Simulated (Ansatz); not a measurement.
Start from Se (space group P3_121, No. 152; a = 4.5066 Å, c = 4.9888 Å; made of chains).

Now apply this change: every lattice vector is stretched by 2.86 %; the atoms relax in the strained cell.

Calculations: DFT with r2SCAN, PAW potentials and a 500 eV plane-wave cutoff in Ansatz (an electronic-structure program), no SOC, earlier PAW set.

Base, band edges from the VBM (valence, conduction): K -1.39, 3.23; H -0.27, 1.33; M -0.97, 2.32; L 0.00, 1.83; A -1.07, 1.56; Γ -0.40, 2.27 eV.

Give the band edges at the high-symmetry points of the new zone, measured from its valence-band maximum.


| point | valence edge (eV) | conduction edge (eV) |
|---|---|---|
| Γ | -0.32 | 2.35 |
| M | -0.85 | 2.41 |
| K | -1.14 | 3.17 |
| A | -1.02 | 1.50 |
| L | 0.00 | 1.56 |
| H | -0.22 | 1.16 |

The gap is 1.16 eV, indirect, L → H.

No phonon test of stability was made. No dispersion term is included, though the crystal is made of layers, chains or molecules, so its spacings can come out too wide.
